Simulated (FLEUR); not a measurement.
Worked example: self-consistent single point of YTi2Ga4 (I4/mmm, 7 atoms in the cell) in FLEUR.

Method: PBEsol, all-electron FLAPW (FLEUR), scalar-relativistic valence run with FLEUR.

The change in words: lattice scaled by 0.98. Reference geometry:
```
Y(TiGa2)2
1.0
   -3.39292     3.39292     2.74046
    3.39292    -3.39292     2.74046
    3.39292     3.39292    -2.74046
Y Ti Ga
1 2 4
Direct
  0.00000   0.00000   0.00000
  0.75000   0.25000   0.50000
  0.25000   0.75000   0.50000
  0.30349   0.69651   0.00000
  0.69651   0.30349   0.00000
  0.69651   0.69651   0.39302
  0.30349   0.30349   0.60698
```

Reference input (self-consistent single point, DFT, PBEsol, all-electron FLAPW (FLEUR), scalar-relativistic valence): Kmax = 4.3 1/bohr; GmaxXC = 17.2 1/bohr; xcFunctional = PBEs; jspins = 1; l_soc = F; mode = gauss; fermiSmearingEnergy = 0.00499791 Htr; mesh (inpgen div1-3) = 5 5 5; inpgen gamma flag = false; Gmax = 17.2 1/bohr; numbands = 0; maxIterBroyd = 99. This run's input differs from it in these lines:

```diff
@@ -3,5 +3,5 @@
 &input film=f /
--3.3929240000 3.3929240000 2.7404560000
-3.3929240000 -3.3929240000 2.7404560000
-3.3929240000 3.3929240000 -2.7404560000
+-3.3250660000 3.3250660000 2.6856470000
+3.3250660000 -3.3250660000 2.6856470000
+3.3250660000 3.3250660000 -2.6856470000
 1.8897261246
@@ -49,5 +49,5 @@
          <bravaisMatrix>
-            <row-1>   -6.4116971215823293     6.4116971215823293     5.1787112965168172</row-1>
-            <row-2>    6.4116971215823293    -6.4116971215823293     5.1787112965168172</row-2>
-            <row-3>    6.4116971215823293     6.4116971215823293    -5.1787112965168172</row-3>
+            <row-1>   -6.2834640862192233     6.2834640862192233     5.0751372973536153</row-1>
+            <row-2>    6.2834640862192233    -6.2834640862192233     5.0751372973536153</row-2>
+            <row-3>    6.2834640862192233     6.2834640862192233    -5.0751372973536153</row-3>
          </bravaisMatrix>
```

Output, abridged:

```
 Iteration:     1   Distance:       8.89990749 me/bohr^3
 Iteration:     2   Distance:       7.22460656 me/bohr^3
 Iteration:     3   Distance:       5.23703915 me/bohr^3
 Iteration:     4   Distance:       2.80601661 me/bohr^3
 Iteration:     5   Distance:       2.38147677 me/bohr^3
   [... 11 lines left out ...]
 Iteration:    17   Distance:       0.00012705 me/bohr^3
 Iteration:    18   Distance:       0.00008931 me/bohr^3
 Iteration:    19   Distance:       0.00005188 me/bohr^3
 Iteration:    20   Distance:       0.00000519 me/bohr^3
 Reset of history
 Run finished successfully
 Stop message:
   Structural relaxation: new displacements generated

[file out, last iteration]
             iter=     21
[...]
          total density-effective poten   -2.0565827165E+04
          total charge density-energy d   -4.8723942701E+02
 Updated energy parameters for spin:           1
[...]
 fermi energy and band-weighting factors:
   [... 6 lines left out ...]

[...]
FERMIE:
          first approx. to ef    (T=0)  :   0.349976 htr   (energy of the highest occ. eigenvalue)
          number of occ. states  (T=0)  :        786
          first approx. to seigv (T=0)  : -24.312679 htr
          sum of weights of occ. states :  43.512000
          sum of semicore charge        :   0.000000 e
          fermi energy=   0.34941 har   work function=  -9.50787 ev
   [... lines left out ...]
          total moment                 =     0.00000
 Direct bandgap for spin            1 :    2.5253010320288594E-003  Htr
 ---->    free energy=                    -12860.2877633562 htr
   [... lines left out ...]
 TOTAL FORCE FOR ATOM TYPE=  1  X=  0.000   Y=  0.000   Z=  0.000
                       FX_TOT= 0.000000 FY_TOT= 0.000000 FZ_TOT= 0.000000
 TOTAL FORCE FOR ATOM TYPE=  2  X=  6.283   Y=  0.000   Z= -2.538
                       FX_TOT= 0.000000 FY_TOT= 0.000000 FZ_TOT= 0.000000
 TOTAL FORCE FOR ATOM TYPE=  3  X= -3.814   Y=  3.814   Z=  0.000
                       FX_TOT=-0.000077 FY_TOT= 0.000077 FZ_TOT= 0.000000
```

The run converged in 20 iterations. FLEUR gives forces in its relaxation mode, with a further iteration, so its stop message speaks of a relaxation. Against the reference run the total energy drops by 11.8 meV/atom and the largest force goes from 0.050 to 0.006 eV/Å.

The starting cell comes from a database of computed structures (which also holds hypothetical and non-ambient phases and stackings), without a prior relaxation at this level. Its lattice was rescaled by a random factor within 2.5 % of one. For this run, on top of that: lattice scaled by 0.98. Spin polarisation is off. Values depend on the basis (sphere radii, cutoffs, local orbitals), which need not be converged. The log's line on a gap gives a spacing of levels on this mesh, which the program prints for metals too.

Cost on one core of a shared machine: roughly 8 min.
